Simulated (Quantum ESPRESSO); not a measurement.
A self-consistent single point of YInCu₄ (F-43m, 6 atoms in the cell) with Quantum ESPRESSO.

Method: LDA (PZ), PSlibrary PAW (LDA) pseudopotentials (plane waves; Quantum ESPRESSO).

```xyz
6
Lattice="-3.5262 0.0000 3.5262 0.0000 3.5262 3.5262 -3.5262 3.5262 0.0000" Properties=species:S:1:pos:R:3 pbc="T T T"
Y      0.0000     0.0000     0.0000
In    -5.2892     5.2892     5.2892
Cu    -2.6469     2.6469     2.6469
Cu    -4.4054     2.6469     4.4054
Cu    -4.4054     4.4054     2.6469
Cu    -2.6469     4.4054     4.4054
```

Reference input (self-consistent single point, DFT, PBEsol, plane waves, PSlibrary PAW (PBE) pseudopotentials): ecutwfc = 50 Ry; ecutrho = 350 Ry; occupations = smearing; smearing = gaussian; degauss = 0.019992 Ry; input_dft = pbesol; K_POINTS = automatic 9 9 9 0 0 0; conv_thr = 1e-10 Ry. This run's input differs from it in these lines:

```diff
@@ -13,4 +13,4 @@
    ntyp = 3
-   ecutwfc = 50
-   ecutrho = 350
+   ecutwfc = 55
+   ecutrho = 385
    occupations = 'smearing'
@@ -18,3 +18,2 @@
    degauss = 0.019992
-   input_dft = 'pbesol'
 /
@@ -24,5 +23,5 @@
 ATOMIC_SPECIES
-Y     88.9058  Y.pbe-spn-kjpaw_psl.1.0.0.UPF
-In   114.8180  In.pbe-dn-kjpaw_psl.1.0.0.UPF
-Cu    63.5460  Cu.pbe-dn-kjpaw_psl.1.0.0.UPF
+Y     88.9058  Y.pz-spn-kjpaw_psl.1.0.0.UPF
+In   114.8180  In.pz-dn-kjpaw_psl.1.0.0.UPF
+Cu    63.5460  Cu.pz-dn-kjpaw_psl.1.0.0.UPF
 ATOMIC_POSITIONS crystal
```

The program printed (abridged):

```
     Self-consistent Calculation

     iteration #  1     ecut=    55.00 Ry     beta= 0.70

     Threshold (ethr) on eigenvalues was too large:
     Diagonalizing with lowered threshold

     total energy              =   -1507.07079340 Ry
     estimated scf accuracy    <       0.42207496 Ry

     iteration #  2     ecut=    55.00 Ry     beta= 0.70

     total energy              =   -1507.05360495 Ry
     estimated scf accuracy    <       1.89327984 Ry

     iteration #  3     ecut=    55.00 Ry     beta= 0.70

     total energy              =   -1507.31987907 Ry
     estimated scf accuracy    <       0.00752489 Ry

   [... 5 blocks of this kind left out ...]

     iteration #  9     ecut=    55.00 Ry     beta= 0.70

     total energy              =   -1507.32380168 Ry
     estimated scf accuracy    <          8.2E-10 Ry

     iteration # 10     ecut=    55.00 Ry     beta= 0.70
     End of self-consistent calculation

     the Fermi energy is    13.8412 ev

!    total energy              =   -1507.32380168 Ry
     estimated scf accuracy    <          4.6E-11 Ry
     smearing contrib. (-TS)   =      -0.00117484 Ry
     internal energy E=F+TS    =   -1507.32262684 Ry

     convergence has been achieved in  10 iterations

     Forces acting on atoms (cartesian axes, Ry/au):

     atom    1 type  1   force =     0.00000000    0.00000000    0.00000000
     atom    2 type  2   force =     0.00000000    0.00000000    0.00000000
     atom    3 type  3   force =    -0.00045538    0.00045538    0.00045538
     atom    4 type  3   force =     0.00045538    0.00045538   -0.00045538
     atom    5 type  3   force =     0.00045538   -0.00045538    0.00045538
     atom    6 type  3   force =    -0.00045538   -0.00045538   -0.00045538

     Total force =     0.001577     Total SCF correction =     0.000011

          total   stress  (Ry/bohr**3)                   (kbar)     P=      -12.62
  -0.00008579   0.00000000  -0.00000000          -12.62        0.00       -0.00
   0.00000000  -0.00008579  -0.00000000            0.00      -12.62       -0.00
  -0.00000000  -0.00000000  -0.00008579           -0.00       -0.00      -12.62

   JOB DONE.
```

The run converged in 10 iterations. Against the reference run the pressure goes from 2.94 to -1.26 GPa and the largest force hardly changes (0.018 to 0.020 eV/Å).

The starting cell comes from a database of computed structures (which also holds hypothetical and non-ambient phases and stackings), without a prior relaxation at this level. Its lattice was rescaled by a random factor within 2.5 % of one. Spin polarisation is off.

Cost on one core of a shared machine: roughly 2 min.
